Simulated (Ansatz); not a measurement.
Take SiO$_{2}$ in the rutile structure (space group P4_2/mnm, No. 136) as the base.

```
SiO2
1.0
    4.19450     0.00000     0.00000
    0.00000     4.19450     0.00000
    0.00000     0.00000     2.67848
Si O
2 4
Direct
  0.00000   0.00000   0.00000
  0.50000   0.50000   0.50000
  0.30606   0.30606   0.00000
  0.80606   0.19394   0.50000
  0.19394   0.80606   0.50000
  0.69394   0.69394   0.00000
```

Cartesian axes are those of the cell as printed.

All numbers come from plane-wave PAW DFT at the PBEsol level (Ansatz, an electronic-structure program, 420 eV), spin-orbit coupling left out.

For the base:

* **Electron mass**: 0.37 mₑ along c, 0.47 mₑ across (at Γ)
* **Band gap**: 5.35 eV

Modification: biaxial strain +1.20 %, plane normal [001], relaxed out of plane (Cartesian); in-plane vectors clamped, the third vector and the atoms free.

**Question.** What does the calculation give for the electron mass after the change?

**Answer.** The electron mass goes from 0.37 mₑ along c, 0.47 mₑ across (at Γ) to 0.37 mₑ out of plane, 0.46 mₑ in plane (at Γ).

**Question.** What happens to the ratio −ε⊥/ε∥?

**Answer.** The ratio −ε⊥/ε∥ comes out as 0.50.

**Question.** Estimate the effect on the band gap.

**Answer.** The band gap decreases by 0.188 eV (5.35 eV → 5.17 eV).

Effective masses come from finite differences of ±0.01 Å⁻¹. Stability against distortions was not tested.
